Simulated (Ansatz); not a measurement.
**Effect of isotropic strain +3.02 % on TiC**

The parent structure is TiC in the rock salt structure (space group Fm-3m, No. 225; a = 4.328 Å; relaxed with 0.1 eV smearing).

Modification: an isotropic linear strain of +3.02 %, atoms relaxed at fixed cell.

Calculations: plane-wave PAW DFT at the r2SCAN level (Ansatz, a quantum-chemistry and plane-wave program, 500 eV), scalar-relativistic without spin-orbit coupling. k-mesh 23×23×23 (Γ-centred); smearing 0.1 eV (Fermi–Dirac).

* **Volume per atom**: 11.08 Å³ (base 10.13 Å³)
* **Space group**: Fm-3m (No. 225) (base Fm-3m (No. 225))
* **Shortest interatomic distance**: 2.229 Å (base 2.164 Å)
* **Energy relative to the base (free energy F)**: +62 meV/atom
* **Pressure**: -19.6 GPa (base 0.0 GPa)
* **Band gap**: zero (base zero)

Final structure:

```yaml
crystal:
  lattice:
    - [0.00000, 2.22925, 2.22925]
    - [2.22925, 0.00000, 2.22925]
    - [2.22925, 2.22925, 0.00000]
  atoms:
    - { symbol: C, position: [0.00000, 0.00000, 0.00000] }
    - { symbol: Ti, position: [0.50000, 0.50000, 0.50000] }
```

Cost of the whole job for the changed cell (relaxation, final SCF and bands): very roughly 40 core-seconds.

Whether these cells are dynamically stable was not tested. The final runs are not spin-polarised.
